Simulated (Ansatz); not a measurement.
ZnSe (F-43m), r2SCAN with spin-orbit coupling, rigid bands (Ansatz, a first-principles code): N_c = 1.25e18 cm⁻³ at 300 K and an electron conductivity mass of 0.135 mₑ.

Task: For 1e16 electrons per cm³ at 300 K, place the Fermi level, estimate the Seebeck coefficient of a parabolic band with constant τ, and give mobility and conductivity for τ = 5 fs.

Result: The level lies k_BT ln(N_c/n) = 0.125 eV below the conduction-band minimum. S ≈ −(k_B/e)[ln(N_c/n) + 5/2] = -632 μV/K, against -625 μV/K from the full bands (mean over directions). μ = eτ/m = 65.1 cm²/(V·s) and σ = neμ = 0.104 S/cm. τ is assumed, not computed.

Band transport and this doping are assumed; polarons and phonon drag are left out. Geometry: cell and atoms relaxed with PBEsol.
